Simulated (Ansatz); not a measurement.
Pressure series in TaN

Take TaN in the rock salt structure (space group Fm-3m, No. 225; a = 4.375 Å) as the base.

Cell and atoms are relaxed at each pressure.

Computed with Ansatz (a quantum-chemistry and plane-wave program) PBEsol, no spin-orbit coupling, earlier PAW set.

| pressure (GPa) | volume per atom (Å³/atom) |
|---|---|
| -2 | 10.524 |
| -1 | ? |
| 0 | 10.465 |
| 0.9 | 10.439 |
| 4.5 | 10.337 |
| 9 | 10.218 |
| 15 | 10.069 |
| 22.5 | 9.898 |
| 30 | 9.741 |

Q: Fit the third-order Birch–Murnaghan form P(V) = (3B₀/2)[(V₀/V)^(7/3) − (V₀/V)^(5/3)]·[1 + (3/4)(B₀′ − 4)((V₀/V)^(2/3) − 1)] (squares taken in P) to the rows shown and predict the withheld row.

A: Least squares on the printed values gives V₀ = 10.465 Å³/atom, B₀ = 357 GPa, B₀′ = 4.4; this predicts 10.494 Å³/atom, and the run gives 10.494 Å³/atom, in agreement.

Load acts through the strain it causes; cell and atoms are relaxed under it. Whether these cells are dynamically stable was not tested. No other phases were tried under pressure. The final runs are not spin-polarised. This is not the structure that TaN has at room temperature and ambient pressure.
